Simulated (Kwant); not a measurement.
Model system: wire with one Gaussian impurity in a InAs two-dimensional gas. Effective mass 0.023 mₑ, grid spacing 6.7 nm, hard walls, nominal width 200 nm (29 grid rows, so walls 201 nm apart), one parabolic valley, scattering region 600 nm long along x; energies count from the band bottom; Fermi energy swept from 0.00032698 to 0.0069484 eV. Impurity U exp(−r²/2σ²), U = -0.0084 eV, σ = 14 nm, 0 nm off the axis.

Constants are typed, rounded textbook-type inputs, not results; the design itself was drawn at random and stands for no fabricated device.

Computed with Kwant: effective-mass tight-binding model on a square grid, one spin, coherent transport at 0 K. Conductance is in e²/h.

Task: How many channels do the leads carry at E = 4.50, 5.72 meV?

Result: The hard-wall thresholds are n² ħ²π²/(2mW²) = n² × 0.405 meV with W = 201 nm. √(4.50/0.405) = 3.33, so 3. √(5.72/0.405) = 3.76, so 3.
